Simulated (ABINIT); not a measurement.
Equation of state of fcc Cu (space group 225): energy against volume (ABINIT, PBEsol)

```xyz
1
Lattice="0.0000 1.7526 1.7526 1.7526 0.0000 1.7526 1.7526 1.7526 0.0000" Properties=species:S:1:pos:R:3 pbc="T T T"
Cu     0.0000     0.0000     0.0000
```

Level of theory: PBEsol, norm-conserving pseudopotentials (PseudoDojo nc-sr-04 PBEsol standard) (plane waves; ABINIT). Settings: pseudos = [Cu.upf]; ecut = 1633 eV; ixc = -116133; occopt = 3; tsmear = 0.05 eV; ngkpt = 28 28 28; nshiftk = 1; shiftk = 0 0 0; potentials = PseudoDojo nc-sr-04 PBEsol standard; nband = 15; kptopt = 1; nstep = 50; tolvrs = 1e-11. The cell above is the first row's. The rows scale it uniformly. In all rows the k mesh is held. E is the free energy at the stated smearing, counted from the lowest row.

```csv
V (Å^3/atom),E (meV/atom)
10.766,?
11.001,4.14
11.235,0.00
11.469,1.22
11.703,7.18
11.937,17.31
12.171,31.12
12.405,48.17
```

Fit E of the 7 rows that show it with the third-order Birch-Murnaghan form, a cubic in V^(-2/3). With u = V^(-2/3) - 0.194, the rows have u = 0.008168, 0.005351, 0.002630, 0.000000, -0.002544, -0.005006, -0.007390. Least squares gives E = 7.179 - 3144.02·u + 331907·u² + 914767·u³. Residuals (row less fit): -0.001, 0.001, -0.003, 0.001, 0.000, -0.001, 0.000; standard error 0.002 (degrees of freedom: 3). Its minimum lies at u = 0.004647, so V0 = (0.198647)^(-3/2) = 11.29. There d²E/du² = 689300 and d³E/du³ = 5489000, so B0 = (4/9) × 11.29^(-7/3) × 689300 × 0.160218 = 171 GPa (the last factor turns the table's units into GPa), and B0' = 4 + (2/3) × 0.198647 × (5489000)/689300 = 5.1. The program's pressures in the fitted runs (not shown) pass through zero at V = 11.29, 0.01 % from this V0.

Problem. What does the fit predict for E at V = 10.766, and how far is the calculated value from it?

Solution. u = 0.011099, so E = 7.179 - 3144.02 × 0.011099 + 331907 × 0.011099² + 914767 × 0.011099³ = 14.421 meV/atom. The calculation gives 14.38 meV/atom, 0.041 meV/atom below the prediction (0.1 % of the range of E in the table). The row lies outside the fitted rows, so this is an extrapolation. From the scatter of the fitted rows alone, a prediction at this place has a standard error of 0.006 meV/atom, so the miss is 6.5 times that.

Carrying the step between the two nearest rows on in a straight line would have given 8.30, off by 6.08; series whose last step already gives the withheld value aren't shown. The scan was laid around a cell of about the measured size, scaled by a guess for this functional. Spin polarisation is off. 1 of the planned runs didn't end soundly and are left out. Cutoffs and mesh are single choices, not tested for convergence of this quantity. Series with a scatter that would blur these digits, or in which a gap closes, are not shown. Nor are scans whose minimum lies at an end fitted in this form.

Terms beyond the fitted order, or numerical noise in single rows, can give a miss of this size; the table doesn't tell which.
